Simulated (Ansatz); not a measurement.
The parent structure is SnO$_{2}$ in the rutile structure (space group P4_2/mnm, No. 136; a = 4.828 Å, c = 3.238 Å). Axes: x, y, z lie along a, b, c of the conventional cell.

The change: compressive biaxial strain of 0.27 % in the plane normal to [001], as in epitaxy on a mismatched substrate; the out-of-plane cell vector and the atoms relax.

Levels (all Ansatz, a first-principles code, PAW): PBE (420 eV, no SOC); r2SCAN (500 eV, no spin-orbit coupling); HSE06 (420 eV, no spin-orbit coupling); PBE+SOC (420 eV, spin-orbit coupling included).

One geometry, relaxed with PBE, under each level:

The valence-band top lists the three highest levels at Γ (Kramers pairs under SOC), from the VBM.

| level | band gap | lowest conduction level above the VBM at special points | valence-band top at Γ | electron mass | pressure |
|---|---|---|---|---|---|
| PBE | 0.70 eV | Γ 0.70 eV; X 3.92 eV; M 4.31 eV; A 4.40 eV | 0.00, -0.73, -0.73 eV | 0.16 mₑ out of plane, 0.17 mₑ in plane (at Γ) | 0.48 GPa |
| r2SCAN | 1.35 eV | Γ 1.35 eV; X 4.58 eV; M 4.99 eV; A 5.16 eV | – | – | -7.14 GPa |
| HSE06 | 2.40 eV | Γ 2.40 eV; X 5.77 eV; M 6.24 eV | – | – | – |
| PBE+SOC | 0.71 eV | Γ 0.71 eV; X 3.92 eV; M 4.31 eV; A 4.40 eV | 0.00, -0.72, -0.74 eV | 0.16 mₑ out of plane, 0.17 mₑ in plane (at Γ) | 0.44 GPa |

Single points use the geometry relaxed with PBE. Their cutoffs differ, which shifts pressures a little. The spin-orbit shifts are approximate. Masses are band curvatures over ±0.01 Å⁻¹ around the edge. Stability against distortions was not tested.
